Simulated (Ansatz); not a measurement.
Ansatz (an electronic-structure program) run on TiV₂Te₄ (C2/m, 7 atoms in the cell): self-consistent single point.

Level of theory: LDA (PW92), PAW files made with PBE (plane waves; Ansatz).

The change in words: lattice scaled by 1.03; basis.ecutwfc: 420 eV → 250 eV. Reference geometry:
```
CELL_PARAMETERS angstrom
      6.94719    -2.00739     0.00000
      6.94719     2.00739     0.00000
     -3.53255     0.00000     6.07776
ATOMIC_POSITIONS crystal
  Ti 0.00000 0.00000 0.00000
  V  0.75600 0.75600 0.78539
  V  0.24400 0.24400 0.21461
  Te 0.88418 0.88418 0.22876
  Te 0.11582 0.11582 0.77124
  Te 0.63386 0.63386 0.30573
  Te 0.36614 0.36614 0.69427
```
Moments meant for the start (each program seeds them in its own way; μB, in the order of the atoms Ti V V Te Te Te Te): 0.0 2.0 2.0 0.0 0.0 0.0 0.0.

Reference input (self-consistent single point, DFT, LDA (PW92), plane waves, PAW files made with PBE): basis.ecutwfc = 420 eV; kpoints.mp_grid.grid = 6 6 4; hamiltonian.xc = lda; hamiltonian.pseudopotentials = {kind: paw} (the program's default PAW files); magnetization.spin_polarized = true; scf.occupations.method = fermi_dirac; scf.occupations.width = 0.05 eV. This run's input differs from it in these lines:

Ansatz 0.2 input:
```diff
@@ -3,5 +3,5 @@
   lattice:
-    - [6.94719500, -2.00738500, 0.00000000]
-    - [6.94719500, 2.00738500, 0.00000000]
-    - [-3.53255500, 0.00000000, 6.07775800]
+    - [7.15561100, -2.06760700, 0.00000000]
+    - [7.15561100, 2.06760700, 0.00000000]
+    - [-3.63853200, 0.00000000, 6.26009100]
   atoms:
@@ -15,3 +15,3 @@
 basis:
-  ecutwfc: 420.0 eV
+  ecutwfc: 250.0 eV
 kpoints:
```

Output (repeated stretches shortened):

```
SCF iter   1: F=—  HF=-35477.502776 eV  |F-HF|=—  |Δ(HF+E_count)|=         —  Δρ=2.20e-2 (↑2.20e-2 ↓1.46e-2)  dr2=2.05e0  dr2_m=1.96e-1  M=3.615 μB ∫|m|=4.141 μB  β_m=0.30  ethr=1.98e-3  ⟨swp⟩=1.0  Hψ=28692  notcnv=0
Mixer restart at iter 1: flushing history
all-band conjugate gradients solve this SCF's bands
preconditioner: auto → Kerker (q_TF=auto, 2.470 Å⁻¹)
spin=Collinear: Kerker preconditioning applied to the charge; magnetization (m = ρ↑ − ρ↓) channel mixes plain (no charge-response kernel on spin).
   [... lines left out ...]
SCF iter  16: F=—  HF=-35476.943491 eV  |F-HF|=—  |Δ(HF+E_count)|=   1.67e-9  Δρ=3.04e-6 (↑3.04e-6 ↓1.38e-6)  dr2=6.20e-8  dr2_m=2.37e-9  M=4.106 μB ∫|m|=5.042 μB  β_m=0.99  ethr=6.77e-11  ⟨swp⟩=1.6  Hψ=6202  notcnv=0  defer=101
SCF iter  17: F=-35476.943491 eV  HF=-35476.943491 eV  |F-HF|=4.91e-8  |Δ(HF+E_count)|=   3.00e-9  Δρ=2.85e-6 (↑2.85e-6 ↓1.00e-6)  dr2=5.23e-8  dr2_m=1.89e-9  M=4.106 μB ∫|m|=5.042 μB  ethr=6.08e-11  ⟨swp⟩=9.0  Hψ=17065  notcnv=0
SCF 1 converged in 17 iterations: F = -35476.943491 eV  dr2 = 5.23e-8
WARN: an SCF from antiferromagnetic starting moments (0.00, -2.00, 2.00, 0.00, 0.00, 0.00, 0.00 Bohr magnetons, atom by atom) was not made, by what the run has …
Magnetization: 4.1061 μB (53.0531 up, 48.9469 down)
   [... lines left out ...]
Absolute magnetization: 5.0646 μB (∫|ρ↑−ρ↓|, with the PAW one-centre terms)
Free energy (F): -35476.943491 eV
Fermi energy:    9.827828 eV
   [... lines left out ...]
  atom   7  Te    -0.28857748     0.00000000     0.31892017
--- Stress (GPa, compression-positive) ---
      -10.460047       0.000000      -0.480905
        0.000000      -9.512277       0.000000
       -0.480905       0.000000      -9.926440
  P = ⅓ Tr σ = -9.9663 GPa (-99.663 kbar)
  The stress holds the Pulay correction. Without it, at fixed plane waves, as pw.x and ABINIT print it: P = -41.9850 GPa
```

The run converged in 17 iterations. Against the reference run the free energy goes up by 851 meV/atom, the pressure goes from -6.29 to -9.97 GPa, the largest force goes from 0.382 to 0.736 eV/Å and the size of the net moment goes from 0.55 to 0.59 μB/atom.

The starting cell comes from a database of computed structures (which also holds hypothetical and non-ambient phases and stackings), without a prior relaxation at this level. For this run, on top of that: lattice scaled by 1.03. The magnetic order is the one reached from the typed start; others were not searched systematically. The program warned that, by what it read of turns of the moments, another magnetic order lies lower. Ansatz's pressure includes its estimate of the finite-basis (Pulay) stress. Without the estimate this run gives -41.98 GPa. The cutoff lies below the one recommended for these files.
